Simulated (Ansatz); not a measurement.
Consider the following.

```
CaF2
1.0
    0.00000     2.73232     2.73232
    2.73232     0.00000     2.73232
    2.73232     2.73232     0.00000
Ca F
1 2
Direct
  0.00000   0.00000   0.00000
  0.25000   0.25000   0.25000
  0.75000   0.75000   0.75000
```

A single point on CaF2 with a change (pressure −2 GPa), its geometry relaxed with PBEsol.

Calculations: PBEsol, PAW, 420 eV (Ansatz, an electronic-structure program; noncollinear with spin-orbit coupling). Settings: 11×11×11 k-points, 0.05 eV Fermi–Dirac smearing.

Q: Predict the gap character.

A: Indirect, X → Γ.

Q: Estimate the band gap.

A: 7.11 eV.

Q: Estimate the electron mass.

A: 0.55 mₑ (at Γ).

Q: What smallest direct gap does the calculation give?

A: 7.34 eV.

Single points use the geometry relaxed with PBEsol. Load acts through the strain it causes; cell and atoms are relaxed under it. Masses are band curvatures over ±0.01 Å⁻¹ around the edge. Stability against distortions was not tested. The cell was made from CaF₂ in the fluorite structure (space group Fm-3m, No. 225) by this change: pressure −2 GPa.
